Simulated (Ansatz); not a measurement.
A periodic model of amorphous As₂₂Se₃₃:

```xyz
55
Lattice="11.5069 1.2413 -1.5859 1.2413 12.6401 -1.2545 -1.5859 -1.2545 11.4516" Properties=species:S:1:pos:R:3 pbc="T T T"
As     0.4003     0.5757     5.0309
As     0.7426     2.4380     9.5867
As     0.7747    11.0450     6.3754
As     3.2199     3.5062     5.2927
As     6.2915     7.4234     7.6558
As     0.1460     4.0173     6.6370
As    -0.1390     8.1415     8.1640
As     9.3826     5.1666     8.2381
As    10.3005     3.5785     1.0017
As     4.8161     8.5601     2.2595
As     6.5836     5.4380     6.0861
As     1.9584     6.7350    -0.1035
As     9.4875    12.5962     1.3696
As     4.2878    10.0477    -0.7403
As     5.3872    10.6215     5.8934
As     2.1490     7.6250     5.3386
As     8.9347    11.7972     8.9223
As     9.2901     7.6120     3.1201
As     3.5503    -0.2050    10.1918
As     5.0259     1.3499     3.4480
As     8.7317     6.8598    -0.1068
As     8.7949    11.3272     5.1815
Se    10.8898     5.6877    -0.2573
Se     9.6172     2.8318    -1.1854
Se     4.0998    10.7856     1.5751
Se     5.5499     8.1274    -0.1479
Se     4.2309     5.2384     6.7208
Se     1.8544     9.1347    -0.7530
Se     8.7502    12.2128    -1.0243
Se     8.8681     0.6446     5.6307
Se     7.9357     5.9027     2.0820
Se     7.1557    11.2744     3.4609
Se     4.3994    10.1852     8.1331
Se     2.1026     7.2474     7.7606
Se     9.8156     6.4634     6.1091
Se     0.3020    10.4857     8.7216
Se    11.5604    10.1639     3.7300
Se     4.4580     1.4849     5.8321
Se     2.7987     7.1551     2.1433
Se     1.1972     1.8250     3.0926
Se     4.4642     3.7915     3.2535
Se     3.3146     0.8607     0.3738
Se    11.6670    13.3540     0.5428
Se     3.1271     3.2023     0.4155
Se     6.9398     8.7201     5.7212
Se     7.4490     3.8386     7.6702
Se     3.4096     9.7327     4.6466
Se     8.3112     7.2784     9.0319
Se     2.1228     4.4975    10.0192
Se     2.1330     0.9404     8.3646
Se     6.2725    -0.1709     8.2734
Se     7.2534     2.1550     2.9713
Se    10.2489     3.3655     4.3891
Se     9.5865     8.8355     1.0196
Se     0.0701     5.3642     4.5903
```

Calculation: PBE, scalar-relativistic without spin-orbit coupling, PAW (Ansatz default set, large-core Se) (plane waves to 420 eV; Ansatz, an electronic-structure program).

It comes from a melt-quench run on a machine-learned potential (CHGNet), relaxed afterwards by DFT. The hot cell started wider than the set density and was brought back towards it in steps. It is the lowest in DFT energy of 4 quenches. It is a model cell: composition and starting density were chosen by hand, and all elements were melted together. No dispersion term was used. Its density started from a set value of 4.41 and ended at 4.41 g/cm³. The simulated quench (nominally 46 K/ps over its main leg) is rapid and tends to freeze in more defects than a deposited or slowly cooled glass has. A cell of this size samples the disorder only roughly. The volume was held where the preparation left it and the shape relaxed, at a PBE pressure of 0.9 GPa. Stress components on the final sampling reach 0.9 GPa.

Cut-offs for bonds: As-As 2.86 Å, As-Se 2.76 Å, Se-Se 2.76 Å.

Task: Give the coordination numbers, mean bond lengths and angles.

Result: 
The mean coordination of As is 3.00 (22 with 3), the mean coordination of Se is 2.00 (1 with 1, 31 with 2, 1 with 3) and the mean As-Se bond is 2.465 Å (spread 0.048 Å, 64 counted). The mean As-As bond comes out as 2.548 Å (spread 0.000 Å, 1 counted). The mean Se-Se bond is 2.349 Å (spread 0.000 Å, 1 counted). The bond angle at As is mean 96.2°, spread 8.3°. The bond angle at Se comes out as mean 99.2°, spread 9.5°.

Task: Which atoms depart from the most common coordination of their element?

Result: Se28 has 3 (As12 2.49 Å, As7 2.58 Å, As14 2.60 Å); Se32 has 1 (As22 2.38 Å).
